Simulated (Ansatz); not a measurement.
LaC₂ (I4/mmm, No. 139)

Method: r²SCAN+rVV10 (plane waves, PAW; Ansatz, a program for electronic structure).

Run with plane-wave cutoff 500 eV, 14×14×14 k mesh, Fermi–Dirac smearing 0.05 eV, scalar-relativistic PAW data made under PBE.

Cell: relaxed at this level.

* **equilibrium volume per atom**: 16.95 Å³/atom
* **lattice constant a**: 3.937 Å
* **c axis length**: 6.564 Å
* **band gap**: none

Spin–orbit coupling is not included.

The computed numbers hold no vibrational or temperature effects.

Cost on a shared machine: about 2.4 core-minutes (a rough figure).
